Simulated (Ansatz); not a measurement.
**Al on the Ga site in beta Ga2O3**

Level of theory: PBE, PAW (plane waves to 420 eV; Ansatz, a first-principles code). A supercell of 120 sites (1×3×2 repeats of a cell of 20 atoms) was used; the energies come from a 2×2×2 shifted sampling of its zone. Site at the start: the Ga(2) site. Charged cells carry a point-charge image correction with potential alignment at far atoms. Dielectric constants: PBE linear response of the host. Host gap at this level: 2.01 eV. Finite-size and sampling errors can reach tenths of an eV here. The semilocal functional narrows the gap, so deep levels can fall outside it. Spin–orbit coupling is left out. Each state is the lowest found from its start.

Formation energies E_f are given with the Fermi level at the valence-band maximum. Chemical conditions: Ga-rich (Δμ(Ga) = 0.00 eV, Δμ(Al) = -2.89 eV, bounded by corundum; only phases computed here count, gases as isolated molecules at 0 K); O-rich (Δμ(Ga) = -4.56 eV, Δμ(Al) = -7.45 eV, bounded by corundum; only phases computed here count, gases as isolated molecules at 0 K). Reference phases: Al: fcc Al, Ga: alpha gallium.

Charges with a result: +1, 0, −1. Others weren't obtained, and one of them could lie lower, also by skipping a charge.

```json
[
 {"charge": "+1*", "moment (μB)": "fractional", "point group": "–", "largest move off a lattice site (Å)": "0.08", "image correction with alignment (eV)": "–", "E_f, Ga-rich (eV)": "–", "E_f, O-rich (eV)": "–"},
 {"charge": "0", "moment (μB)": "not spin-polarised", "point group": "Cs", "largest move off a lattice site (Å)": "0.08", "image correction with alignment (eV)": "0.00", "E_f, Ga-rich (eV)": "0.04", "E_f, O-rich (eV)": "0.04"},
 {"charge": "−1*", "moment (μB)": "quenched", "point group": "Cs", "largest move off a lattice site (Å)": "0.08", "image correction with alignment (eV)": "–", "E_f, Ga-rich (eV)": "–", "E_f, O-rich (eV)": "–"}
]
```

* At this level the carrier isn't localised at the defect: at charge +1 holes occupy the valence band; at charge −1 electrons occupy the conduction band. Such a state is shallow or no state of the defect, and this cell gives it no level.

Point groups are those of the whole cell at tolerances of 0.03 and 0.1 Å ("near" where only the looser one holds); none is given for unsettled states.

Starting moments that weren't kept: charge −1 began with 1 μB and ended with 0.0.

No other site or start that was run ended lower by more than 0.1 eV.

Flagged in the runs: a host whose relaxation on this sampling wasn't shown to rest.
